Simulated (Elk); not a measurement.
Band structure of TbRu₃ (Pm-3m, 4 atoms in the cell).

```xyz
4
Lattice="4.0576 0.0000 0.0000 0.0000 4.0576 0.0000 0.0000 0.0000 4.0576" Properties=species:S:1:pos:R:3 pbc="T T T"
Tb     0.0000     0.0000     0.0000
Ru     0.0000     2.0288     2.0288
Ru     2.0288     0.0000     2.0288
Ru     2.0288     2.0288     0.0000
```
Moments meant for the start (each program seeds them in its own way; μB, in the order of the atoms Tb Ru Ru Ru): 6.0 0.0 0.0 0.0.

Computed with LDA (PW92), all-electron FP-LAPW, Elk's shipped species files, default APW+lo basis (Elk).

Settings: spinpol = true; stype = 0; swidth = 0.00499791 Ha; ngridk = 7 7 7; reducebf = 0.7; rmtscf = 0.94; nempty = 12 per atom; maxscl = 100; bfcmt = [[0.0, 0.0, -1.5], [0.0, 0.0, 0.0], [0.0, 0.0, 0.0], [0.0, 0.0, 0.0]].

The starting cell comes from a database of computed structures (which also holds hypothetical and non-ambient phases and stackings), without a prior relaxation at this level. Spin-orbit coupling is off. With one magnetic atom in the cell only a parallel order is possible. With U or open f shells several self-consistent states can exist. The f electrons are in the valence without U or exact exchange, which can misplace them near the Fermi level. Spin-orbit terms, which matter for f shells, are left out. Values depend on the basis (sphere radii, cutoffs, local orbitals), which need not be converged.

Levels in eV from the Fermi level, bands 33 to 40 of the first spin channel:
| point | 33 | 34 | 35 | 36 | 37 | 38 | 39 | 40 |
|---|---|---|---|---|---|---|---|---|
| Γ | -1.13 | 0.51 | 0.51 | 1.46 | 1.94 | 1.94 | 1.94 | 4.28 |
| X | -1.94 | -0.56 | -0.51 | -0.15 | -0.15 | -0.14 | 0.81 | 1.94 |
| M | -1.74 | -1.69 | -0.78 | -0.56 | -0.56 | -0.47 | 0.08 | 0.15 |
| R | -1.20 | -0.70 | -0.70 | 0.96 | 1.53 | 1.53 | 1.53 | 2.63 |

Bands cross the Fermi level along this path, so the cell is metallic at this level.

The net moment of the cell came out as 6.35 μB.
